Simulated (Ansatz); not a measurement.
The starting structures come from a database of crystals and need not be the phases stable at ambient conditions.

Tunnelling through a barrier is set by its complex band structure: the current falls as exp(−2κd) with the smallest κ.

Here is the system:

```yaml
crystal:
  lattice:
    - [4.98590, 0.00000, 0.00000]
    - [2.49295, 12.24896, 0.00000]
    - [2.49295, -1.52212, 4.04074]
  atoms:
    - { symbol: Ga, position: [0.21818, 0.33333, 0.33333] }
    - { symbol: Ga, position: [0.33333, 0.66667, 0.11516] }
    - { symbol: Ga, position: [0.44849, 0.00000, 0.55151] }
    - { symbol: As, position: [0.71997, 0.83333, 0.83333] }
    - { symbol: As, position: [0.83333, 0.16667, 0.61337] }
    - { symbol: As, position: [0.94670, 0.50000, 0.05330] }
    - { symbol: O, position: [0.57194, 0.12905, 0.52422] }
    - { symbol: O, position: [0.93279, 0.46238, 0.36622] }
    - { symbol: O, position: [0.10812, 0.79572, 0.49671] }
    - { symbol: O, position: [0.73388, 0.87095, 0.16996] }
    - { symbol: O, position: [0.55854, 0.53762, 0.14245] }
    - { symbol: O, position: [0.09473, 0.20428, 0.30044] }
    - { symbol: O, position: [0.22157, 0.38236, 0.70307] }
    - { symbol: O, position: [0.60502, 0.71569, 0.79105] }
    - { symbol: O, position: [0.02633, 0.04903, 0.65296] }
    - { symbol: O, position: [0.06165, 0.61764, 0.01371] }
    - { symbol: O, position: [0.64033, 0.28431, 0.96360] }
    - { symbol: O, position: [0.44510, 0.95097, 0.87561] }
```

Space group of this cell: P3_121. The cell is taken as given; by r2SCAN its mean pressure is -1.6 GPa.

Transport runs along the normal of the first two printed cell vectors, the (011) plane of the conventional cell.

The gap is the functional's own, uncorrected, and κ follows it; spin-orbit coupling is left out. Mid-gap values are interpolated between the computed energies.

**Question.** Predict the band gap and the smallest decay constant κ at mid-gap from Ansatz (a quantum-chemistry and plane-wave program) with r2SCAN.

**Answer.** Gap 4.03 eV on a 8×8×8 mesh; κ = 0.347 1/Å, at the zone centre.
